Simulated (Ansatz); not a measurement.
```
CELL_PARAMETERS angstrom
      0.00000     2.25742     2.27436
      2.25742     0.00000     2.27436
      2.25742     2.25742     0.00000
ATOMIC_POSITIONS crystal
  P  0.75000 0.75000 0.75000
  B  0.00000 0.00000 0.00000
```

A single point on BP with a change (uniaxial stress, 2 GPa tension along z), its geometry relaxed with PBEsol.

Method: HSE06/PAW in Ansatz (a program for electronic structure), noncollinear with spin-orbit coupling. Γ-centred 8×8×8 mesh, Fermi–Dirac width 0.01 eV.

Task: Predict the band gap and valence-band top at Γ.

Result: 
* **Band gap**: 1.89 eV
* **Valence-band top at Γ (three highest Kramers pairs, from the VBM)**: 0.00, -0.02, -0.10 eV

Single points use the geometry relaxed with PBEsol. HSE06 was sampled on its mesh, a few special points and the semilocal edge points, so its gap is an upper bound. Load acts through the strain it causes; cell and atoms are relaxed under it. Beyond what the load breaks, stability against distortions was not tested. The cell was made from BP in the zinc blende structure (space group F-43m, No. 216) by this change: uniaxial stress, 2 GPa tension along z.
